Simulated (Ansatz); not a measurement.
**O on the 1x1 (100) surface of rock-salt MgO (cut with top plane Mg + O), one in a 1x1 cell, started at the site 'top O'**

Host crystal: rock-salt MgO, with a band gap (PBE, scalar-relativistic without spin-orbit coupling).

All values below come from PBE (plane waves to 420 eV, PAW; Ansatz, a first-principles code).

Set-up: 9 atoms, 6.4 Å thick at the start under the adsorbate (thin: gaps and levels are the slab's own); mesh 6x6x1; 0.01 eV smearing; dipole correction on; 4 atoms held, the rest relaxed; start symmetry kept, larger cells not searched; spin-polarised, no spin-orbit, no U, no dispersion correction. The starting moment vanished. At the end it is bonded to 4 Mg. In PBE it is, or lies within 0.03 eV of, the lowest of the starts that converged.

```
Item                                                                                                              Value
---------------------------------------------------------------------------------------------  ------------------------
energy of the end state, in which the adsorbate paired with a surface O atom, against ½ O2(g)                   1.31 eV
gap of the slab on its k-mesh                                                                                   2.58 eV
highest filled level below the top vacuum level                                                                 5.95 eV
change of the step from the bottom to the top vacuum level, against the clean slab                              0.78 eV
energy released by relaxation                                                                                   1.55 eV
height of the binding atom over the mean of the host atoms within 0.3 Å of the top one                          0.901 Å
magnetic moment of the cell                                                                                     0.00 μB
largest move of a host atom                                                                                      0.75 Å
cost                                                                                           roughly 2.4 core-minutes
```

A negative adsorption energy means that the adsorbate is more stable on the surface than in its reference.
